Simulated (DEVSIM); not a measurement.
Device: Au/SiO2/p-Si capacitor, at 300 K.

| layer (left to right) | material | thickness (nm) | Na (cm⁻³) |
|---|---|---|---|
| 1 | SiO2 | 53.0 | - |
| 2 | Si | 3400 | 2.8e16 |

Metal gate on the left, work function 5.1 eV. Fixed charge at the semiconductor interface -2.9e10 cm⁻² (in units of +e); no interface traps.

This is a model device: material constants are rounded textbook-type values typed into the input, and sizes, dopings and lifetimes were drawn at random. Values at 300 K; Nc and Nv go as T^1.5, mobilities as T to minus their exponent, the gap by Varshni's rule with the affinity fixed.

| parameter | SiO2 | Si |
|---|---|---|
| gap (eV) | 9 | 1.124 |
| affinity (eV) | 0.9 | 4.05 |
| permittivity | 3.9 | 11.7 |
| Nc (cm⁻³) | - | 2.86e19 |
| Nv (cm⁻³) | - | 3.1e19 |
| Varshni α (eV/K) | - | 0.000473 |
| Varshni β (K) | - | 636 |

Model (solved in DEVSIM): 1D Poisson equation in equilibrium, Boltzmann statistics, complete ionisation; no quantum confinement or tunnelling. Metal contacts follow the ideal Schottky-Mott rule: no Fermi-level pinning, no interface dipoles.

The temperature was swept, all else fixed.

```csv
temperature (K),minimum of the low-frequency capacitance (μF/cm²),flat-band voltage (V)
250,0.0306,0.13
300,0.0317,0.18
350,0.0335,0.23
400,0.0352,0.28
450,0.0372,0.34
500,0.0401,0.39
```

From the first row to the last the minimum of the low-frequency capacitance goes from 0.0306 to 0.0401. From the first row to the last the flat-band voltage goes from 0.13 to 0.39.
